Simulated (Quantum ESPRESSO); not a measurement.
Quantum ESPRESSO run on Si2Mo (I4/mmm, 3 atoms in the cell): self-consistent single point.

Computed with PBEsol, GBRV 1.5 ultrasoft (PBESOL) pseudopotentials (plane waves; Quantum ESPRESSO 7.5).

```xyz
3
Lattice="1.6149 -1.6149 3.9394 1.6149 1.6149 3.9394 -1.6149 -1.6149 3.9394" Properties=species:S:1:pos:R:3 pbc="T T T"
Si     0.0000     0.0000     5.2360
Si     0.0000     0.0000     2.6428
Mo     0.0000     0.0000     0.0000
```

Reference input (self-consistent single point, DFT, PBE, plane waves, GBRV 1.5 ultrasoft (PBE) pseudopotentials): ecutwfc = 40 Ry; ecutrho = 320 Ry; occupations = smearing; smearing = gauss; degauss = 0.019992 Ry; potentials = {Si: si_pbe_v1.uspp.F.UPF, Mo: mo_pbe_v1.uspp.F.UPF}; K_POINTS = automatic 14 14 14 0 0 0; conv_thr = 1e-11 Ry. This run's input differs from it in these lines:

```diff
@@ -24,4 +24,4 @@
 ATOMIC_SPECIES
-Si    28.0850  si_pbe_v1.uspp.F.UPF
-Mo    95.9500  mo_pbe_v1.uspp.F.UPF
+Si    28.0850  si_pbesol_v1.uspp.F.UPF
+Mo    95.9500  mo_pbesol_v1.uspp.F.UPF
 ATOMIC_POSITIONS crystal
```

Output, abridged:

```
     Self-consistent Calculation

     iteration #  1     ecut=    40.00 Ry     beta= 0.70

     Threshold (ethr) on eigenvalues was too large:
     Diagonalizing with lowered threshold

     total energy              =    -158.57065106 Ry
     estimated scf accuracy    <       0.06641695 Ry

     iteration #  2     ecut=    40.00 Ry     beta= 0.70

     total energy              =    -158.56471078 Ry
     estimated scf accuracy    <       0.10928984 Ry

     iteration #  3     ecut=    40.00 Ry     beta= 0.70

     total energy              =    -158.58963031 Ry
     estimated scf accuracy    <       0.00740163 Ry

   [... 6 blocks of this kind left out ...]

     iteration # 10     ecut=    40.00 Ry     beta= 0.70

     total energy              =    -158.59083667 Ry
     estimated scf accuracy    <          8.4E-11 Ry

     iteration # 11     ecut=    40.00 Ry     beta= 0.70
     End of self-consistent calculation

     Number of k-points >= 100: set verbosity='high' to print the bands.

     the Fermi energy is    15.5426 ev

!    total energy              =    -158.59083667 Ry
     estimated scf accuracy    <          5.8E-13 Ry
     smearing contrib. (-TS)   =      -0.00081891 Ry
     internal energy E=F+TS    =    -158.59001776 Ry

     convergence has been achieved in  11 iterations

     Forces acting on atoms (cartesian axes, Ry/au):

     atom    1 type  1   force =     0.00000000    0.00000000   -0.00037473
     atom    2 type  1   force =    -0.00000000    0.00000000    0.00037473
     atom    3 type  2   force =    -0.00000000    0.00000000    0.00000000

     Total force =     0.000530     Total SCF correction =     0.000000

          total   stress  (Ry/bohr**3)                   (kbar)     P=      -66.79
  -0.00047950   0.00000000   0.00000000          -70.54        0.00        0.00
   0.00000000  -0.00047950   0.00000000            0.00      -70.54        0.00
   0.00000000   0.00000000  -0.00040299            0.00        0.00      -59.28

   JOB DONE.
```

The run converged in 11 iterations. Against the reference run the pressure goes from -1.88 to -6.68 GPa and the largest force goes from 0.037 to 0.010 eV/Å. The full log also holds: “c_bands:  1 eigenvalues not converged”.

The starting cell comes from a database of computed structures (which also holds hypothetical and non-ambient phases and stackings), without a prior relaxation at this level. Its lattice was rescaled by a random factor within 2.5 % of one. Spin polarisation is off. With a pressure of about -7 GPa the cell is away from its equilibrium volume at this level.

Cost on one core of a shared machine: roughly 2 min.
